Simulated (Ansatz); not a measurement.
System: O vacancy in monoclinic ZrO2 (charge state +2). Computed with PBE, PAW (plane waves to 420 eV; Ansatz, a first-principles code).

Cell of 96 host sites held at the relaxed PBE lattice; the Γ point alone; Fermi-Dirac width 0.01 eV, spin-restricted; finite-size errors left in. No zero-point or tunnelling terms. The charge state is imposed; whether it is stable for some Fermi level was not computed. Forms of the defect that were not tried may lie lower. The start lies 0.66 eV above the lowest site run (PBE).

Barriers: single points on a 2×2×2 k-point mesh shifted by half a step at the bands' geometries.

The step: a nearby O atom hops onto the vacant site; the atom moves 1.82 Å along (-0.04, 0.34, -0.04) of the unit cell; the moving atom starts with neighbours O at 2.55, O at 2.73; Zr at 2.11, Zr at 2.16, Zr at 2.29, Zr at 2.69 Å and ends with O at 2.55, O at 2.73; Zr at 2.11, Zr at 2.16, Zr at 2.29, Zr at 2.69 Å.

What migration barrier of this step does PBE, PAW give?

0.31 eV, the same both ways. At the saddle the moving atom has neighbours 2 Zr at 2.01 Å. The saddle point's order was not checked, and it lies on a symmetry element of the cell, where a band can be held.
